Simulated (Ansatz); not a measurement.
The starting structures come from a database of crystals and need not be the phases stable at ambient conditions.

 Where the default PAW files enter, the runs use the earlier of Ansatz's two default sets.

Given:

```xyz
7
Lattice="5.2135 0.1144 -0.0292 -0.5837 5.7008 0.0323 0.0000 0.7112 2.7898" Properties=species:S:1:pos:R:3 pbc="T T T"
V      2.9111     4.2505     0.4020
V      1.7188     2.2759     2.3909
O      2.6068     0.0572    -0.0146
O      3.9302     4.9067     1.7203
O      0.6996     1.6197     1.0727
O      3.0779     2.4747     0.8547
O      1.5520     4.0517     1.9382
```

Space group of this cell: C2/m. The cell was relaxed by PBE-D3(BJ); by r2SCAN its mean pressure is -2.8 GPa.

Transport runs along the normal of the first two printed cell vectors.

The gap is the functional's own, uncorrected, and κ follows it; spin-orbit coupling is left out. Mid-gap values are interpolated between the computed energies.

Predict the band gap and the smallest decay constant κ at mid-gap from Ansatz (an electronic-structure program) with r2SCAN.

Gap 1.60 eV on a 6×12×12 mesh; κ = 0.271 1/Å, at (0.500, 0.000) of the in-plane reciprocal vectors. At the zone centre, at the nearest computed energy, the slowest state has κ = 0.28 1/Å.
